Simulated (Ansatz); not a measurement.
# Mo, pressure series

Start from Mo in the bcc (W type) structure (space group Im-3m, No. 229).

```
CELL_PARAMETERS angstrom
     -1.58038     1.58038     1.58038
      1.58038    -1.58038     1.58038
      1.58038     1.58038    -1.58038
ATOMIC_POSITIONS crystal
  Mo 0.00000 0.00000 0.00000
```

Cell and atoms are relaxed at each pressure.

Levels (all Ansatz, a program for electronic structure, PAW, earlier PAW set): PBE (420 eV, scalar-relativistic without spin-orbit coupling); r2SCAN (500 eV, without spin-orbit coupling).

The base cell above is that of PBE; each level relaxes its own structures.

```csv
case,"volume per atom, PBE","volume per atom, r2SCAN"
pressure −2 GPa,15.91 Å³,15.76 Å³
pressure −1 GPa,15.85 Å³,15.70 Å³
pressure 1.8 GPa,15.68 Å³,15.54 Å³
pressure 4.2 GPa,15.54 Å³,15.41 Å³
pressure 9 GPa,15.28 Å³,15.16 Å³
pressure 18 GPa,14.85 Å³,14.75 Å³
pressure 30 GPa,14.36 Å³,14.28 Å³
pressure 45 GPa,13.85 Å³,13.78 Å³
pressure 60 GPa,13.40 Å³,13.35 Å³
```

PBE lies above r2SCAN in every row, by 0.06 Å³ to 0.15 Å³. They put the cases in the same order.

Load acts through the strain it causes; cell and atoms are relaxed under it. No phonon test of stability was made. No other phases were tried under pressure. The final runs are not spin-polarised.
